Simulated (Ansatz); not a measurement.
The starting structures come from a database of crystals and need not be the phases stable at ambient conditions.

 Where the default PAW files enter, the runs use the earlier of Ansatz's two default sets.

Tunnelling through a barrier is set by its complex band structure: the current falls as exp(−2κd) with the smallest κ.

Data:

```xyz
12
Lattice="5.2251 0.0000 0.0000 0.0000 5.2268 -0.0150 2.6125 -2.5704 6.4637" Properties=species:S:1:pos:R:3 pbc="T T T"
Al     1.3063     1.3282     3.2244
Al     3.9188    -1.2852     3.2319
Tl     3.8998     1.3067    -0.0037
Tl     1.3252     3.9201    -0.0112
F      6.6447     1.3466     5.0043
F      1.1929     1.3098     1.4445
F      4.0322     3.9232     1.4370
F      3.8054    -1.2668     5.0117
F      5.0736     2.4841     3.3171
F      2.7640     0.1723     3.1316
F      2.4610     2.7857     3.1241
F      5.3765    -0.1293     3.3246
```

Space group of this cell: C2/c. The cell was relaxed by PBE-D3(BJ); by PBEsol its mean pressure is -3.3 GPa.

Transport runs along the normal of the first two printed cell vectors.

No gap correction and no spin-orbit coupling; mid-gap values are interpolated between computed energies.

**Question.** Compute, with Ansatz (a program for electronic structure) with PBEsol, the band gap and the smallest decay constant κ at mid-gap.

**Answer.** Gap 4.21 eV on a 6×6×6 mesh; κ = 0.404 1/Å, at the zone centre.
